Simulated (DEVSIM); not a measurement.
**Si p-i-n diode**

System: Si p-i-n diode, at 300 K.

```csv
layer (left to right),material,thickness (μm),Nd (cm⁻³),Na (cm⁻³),τn (s),τp (s)
1,Si,1.60,-,5.5e18,4e-7,4e-7
2,Si,11.0,4.3e11,-,4e-7,4e-7
3,Si,4.00,2.5e18,-,4e-7,4e-7
```

Left contact: ohmic. Right contact: ohmic. Voltage is applied to the left contact. Recombination: SRH at mid-gap, radiative, Auger. Mobility is μmin + (μ − μmin)/(1 + (N/Nref)^α).

Constants are typed, rounded textbook-type inputs, not results; the design itself was drawn at random and stands for no fabricated device. Values at 300 K.

| parameter | Si |
|---|---|
| gap (eV) | 1.124 |
| affinity (eV) | 4.05 |
| permittivity | 11.7 |
| Nc (cm⁻³) | 2.86e19 |
| Nv (cm⁻³) | 3.1e19 |
| μn (cm²/Vs) | 1417 |
| μp (cm²/Vs) | 470 |
| μn,min | 52 |
| μp,min | 45 |
| Nref,n | 9.7e16 |
| Nref,p | 2.2e17 |
| αn | 0.68 |
| αp | 0.72 |
| B (cm³/s) | 4.7e-15 |
| Cn (cm⁶/s) | 2.8e-31 |
| Cp (cm⁶/s) | 9.9e-32 |

Model (solved in DEVSIM): 1D drift-diffusion, Boltzmann statistics, complete ionisation; no tunnelling, impact ionisation, image-force lowering or self-heating.

```yaml
potential_step_across_the_device_at_zero_bias: 1.016 V
Dark forward voltage at 1 A/cm²: 0.670 V
Dark forward voltage at 100 A/cm²: 0.871 V
```

Dark reverse current:

| V (V) | J (A/cm²) |
|---|---|
| -0.20 | -7.9e-7 |
| -0.50 | -1.2e-6 |
| -1.00 | -1.5e-6 |
| -1.50 | -1.7e-6 |
| -2.00 | -1.8e-6 |
| -3.00 | -2.0e-6 |
| -4.00 | -2.0e-6 |
| -5.00 | -2.1e-6 |
| -6.50 | -2.1e-6 |
| -8.00 | -2.2e-6 |
| -10.00 | -2.2e-6 |

Dark forward current:

(V (V), J (A/cm²)): (0.05, 8.7e-7); (0.10, 3.5e-6); (0.20, 4.3e-5); (0.25, 0.00015); (0.35, 0.0016); (0.40, 0.0046); (0.50, 0.035); (0.55, 0.094); (0.65, 0.67); (0.70, 1.8); (0.80, 15); (0.85, 54); (0.95, 1000); (1.00, 3800)
